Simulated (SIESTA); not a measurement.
SIESTA is run on VOF (P2_12_12_1, 12 atoms in the cell), and the run fails. The aim is a self-consistent single point with DFT, LDA PW92+U, numerical atomic orbitals DZP, PseudoDojo LDA standard norm-conserving potentials (rewritten from UPF to PSML).

Cell that was meant: a = 3.3328 Å, b = 3.7804 Å, c = 10.0601 Å, α = 90.00°, β = 90.00°, γ = 90.00°.

Part of the input:

```
XC.functional                LDA
XC.authors                   PW92
PAO.BasisSize                DZP
PAO.EnergyShift              0.2 Ry
MeshCutoff                   300 Ry
%block kgrid.MonkhorstPack
    8   0   0  0.0
```

The program printed (abridged):

```
        iscf     Eharris(eV)        E_KS(eV)     FreeEng(eV)     dDmax    Ef(eV) dHmax(eV)
   scf:    1   -12189.427048   -12190.680416   -12190.680926  0.447106 14.950741 34.345437
     spin moment: {S} , |S| = {        0.0        0.0    4.91843 }     4.91843
   scf:    2   -12289.307705   -12245.465957   -12245.466967  0.280008 12.884128 22.527726
     spin moment: {S} , |S| = {        0.0        0.0    7.00000 }     7.00000
   scf:    3   -12295.494183   -12276.840434   -12276.841382  0.183691  9.133609  7.946112
   [... lines left out ...]
hubbard_term: recalculating local occupations   80
hubbard_term: maximum change in local occup.    0.000646
   scf:  149   -12288.058201   -12288.057440   -12288.057440  0.000745  5.216155  0.079425
     spin moment: {S} , |S| = {        0.0        0.0    8.00000 }     8.00000
hubbard_term: recalculating local occupations   81
hubbard_term: maximum change in local occup.    0.004624
hubbard_term: recalculating Hamiltonian
   scf:  150   -12288.045597   -12288.051188   -12288.051188  0.006065  5.215170  0.080154
     spin moment: {S} , |S| = {        0.0        0.0    8.00000 }     8.00000
SCF_NOT_CONV: SCF did not converge in maximum number of steps (required).
SCF_NOT_CONV: SCF did not converge in maximum number of steps (required).
Geom step, scf iteration, dDmax, dHmax:    0   150      0.006065     0.005891
Geom step, scf iteration, dDmax, dHmax:    0   150      0.006065     0.005891

ABNORMAL_TERMINATION
ABNORMAL_TERMINATION
Stopping Program from Node:    0
Stopping Program from Node:    0
```

### Question
What caused this, and what should be changed?

### Answer
The fault is an energy shift that confines the orbitals too tightly. A large shift gives short orbitals and a poorer basis. To fix it, use a small shift. The run ended unconverged after 150 iterations.

The sound input it was made from differs as follows (other fixes are possible):
```diff
-PAO.EnergyShift              0.2 Ry
+PAO.EnergyShift              0.01 Ry
```

With that input, the run converged in 39 iterations: free energy E − TS -12498.4037 eV; top of the valence band (on the code's own zero) -5.97 eV; gap on the k-point mesh 1.64 eV; pressure -17.09 GPa; largest force (vector length) 0.219 eV/Å (DFT, LDA PW92+U, numerical atomic orbitals DZP, PseudoDojo LDA standard norm-conserving potentials (rewritten from UPF to PSML)).

On the sound input: the starting cell comes from a database of computed structures (which also holds hypothetical and non-ambient phases and stackings), without a prior relaxation at this level. The magnetic order is the one reached from the typed start; others were not searched systematically. With U or open f shells several self-consistent states can exist. Values carry the incompleteness of an atom-centred basis. With a pressure of about -17 GPa the cell is away from its equilibrium volume at this level.
